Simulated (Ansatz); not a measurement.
Zr under a change: strain tensor (xx, yy, zz, yz, xz, xy) = (+0.88, +1.65, +2.25, −0.61, +0.34, −0.93) %

Take Zr in the hcp (Mg type) structure (space group P6_3/mmc, No. 194; a = 3.244 Å, c = 5.158 Å; relaxed with 0.1 eV smearing) as the base. Axes: x lies along a and z along c of the hexagonal cell.

The change: strain tensor (xx, yy, zz, yz, xz, xy) = (+0.88, +1.65, +2.25, −0.61, +0.34, −0.93) %, atoms relaxed at fixed cell.

Calculations: Ansatz (a program for electronic structure), r2SCAN, PAW, cutoff 500 eV, without spin-orbit coupling. Γ-centred 20×20×11 mesh, Fermi–Dirac width 0.1 eV.

The shortest interatomic distance increases by 0.037 Å to 3.224 Å and the energy increases by 17 meV/atom. The pressure (mean of the normal stresses, compression positive) goes from zero to -4.2 GPa and the band gap stays zero. The largest internal atomic displacement amounts to 0.018 Å and the stress (xx, yy, zz, yz, xz, xy; compression positive) is (-3.5, -4.1, -4.9, 0.4, -0.2, 0.7) GPa.

Final structure:

```
CELL_PARAMETERS angstrom
      3.27286    -0.03017     0.01087
     -1.66256     2.87110    -0.02257
      0.01728    -0.03146     5.27406
ATOMIC_POSITIONS crystal
  Zr 0.33958 0.66905 0.74999
  Zr 0.66042 0.33095 0.25001
```

Cost of the whole job for the changed cell (relaxation, final SCF and bands): around 7 core-minutes (rough).

No phonon test of stability was made. All final runs are without spin polarisation.
